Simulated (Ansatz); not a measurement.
Where the default PAW files enter, the runs use the earlier of Ansatz's two default sets.

Consider the following.

```
GaN
1.0
    3.18693     0.00000     0.00000
    0.00000     3.18693     0.00000
    1.59347     1.59347     2.25350
Ga N
1 1
Direct
  0.00000   0.00000   0.00000
  0.25000   0.75000   0.50000
```

Space group of this cell: F-43m, zinc blende. The cell is taken as given; by r2SCAN its mean pressure is -1.1 GPa.

Method: r2SCAN (plane waves, PAW; Ansatz, an electronic-structure program).

The current runs along the normal of the first two printed vectors; no spin-orbit coupling. Scaled by the factor s: both lengths across the current (ions clamped). Meshes 14×14×14 and 10×10 across the current in all rows.

```
s     mean pressure (GPa)  band gap (eV)
----  -------------------  -------------
0.98                  7.2           2.37
1.00                 -1.1           2.13
1.02                 -8.1              ?
```

### Question
Take the slope of the band gap against ln s from the two given rows, extrapolate to s = 1.02, and say what the run there gives.

### Answer
Slope = (2.37 − 2.13) / ln 0.98 = -11.9 eV. The line gives 2.13 + (-11.9) × ln 1.02 = 1.89 eV. The run gives 1.80 eV, 0.09 eV under the line, 40 % of the predicted step.
